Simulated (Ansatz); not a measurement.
```
CELL_PARAMETERS angstrom
      6.10632     0.00000     0.00000
      0.00000     6.10632     0.00000
      0.00000     0.00000     3.33930
ATOMIC_POSITIONS crystal
  W  0.50000 0.50000 0.50000
  W  0.00000 0.00000 0.00000
  Se 0.78538 0.78538 0.50000
  Se 0.28538 0.71462 0.00000
  Se 0.71462 0.28538 0.00000
  Se 0.21462 0.21462 0.50000
```

No spin polarisation.

Level of theory: Ansatz (a quantum-chemistry and plane-wave program) PBEsol, no spin-orbit coupling. k-mesh 8×8×14 (Γ-centred); smearing 0.05 eV (Fermi–Dirac).

Problem. Predict the space group, pressure and band gap.

Solution. 
- Space group = P4_2/mnm (No. 136)
- Pressure (mean of the normal stresses, compression positive) = 1.1 GPa
- Band gap = zero

The cells carry an imposed strain or load. No phonon test of stability was made. All final runs are without spin polarisation. The cell was made from WSe2 in the rutile structure (space group P4_2/mnm, No. 136; a hypothetical phase, not in the database extracts checked) by this change: biaxial strain −0.72 %, plane normal [001], relaxed out of plane. WSe2 has a high density of states at the Fermi level and may be magnetic at this level.
